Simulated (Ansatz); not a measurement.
**How far PBE and PBEsol part for hypothetical P-6m2 GaN, biaxial strain −3.18 %, plane normal [001], relaxed out of plane**

Take GaN (space group P-6m2, No. 187; a = 2.9794 Å, c = 2.6868 Å; a hypothetical phase, not in the database extracts checked; relaxed with 0.1 eV smearing) as the base. Axes: x lies along a and z along c of the hexagonal cell.

(Cell as relaxed with PBE.)

Levels (all Ansatz, an electronic-structure program, PAW): PBE (420 eV, no SOC); PBEsol (420 eV, without spin-orbit coupling).

Each level relaxes its own structure.

```csv
base,PBE,PBEsol
volume per atom,10.33 Å³,9.94 Å³
lattice parameter a,2.979 Å,2.939 Å
band gap,zero,zero
```

Now apply this change: biaxial strain −3.18 %, plane normal [001], relaxed out of plane (Cartesian); in-plane vectors clamped, the third vector and the atoms free.

```csv
quantity,PBE,PBEsol
ratio −ε⊥/ε∥,0.15,0.20
"pressure (mean of the normal stresses, compression positive)",10.7 GPa,11.7 GPa
shortest interatomic distance,2.144 Å,2.118 Å
```

PBE's ratio −ε⊥/ε∥ lies 0.043 below PBEsol's; PBE's pressure lies 1.0 GPa below PBEsol's; PBE's shortest interatomic distance lies 0.026 Å above PBEsol's (1.2 %). Neither level is exact; PBEsol is the comparison here, not a measurement.

Stability against distortions was not tested. All final runs are without spin polarisation.
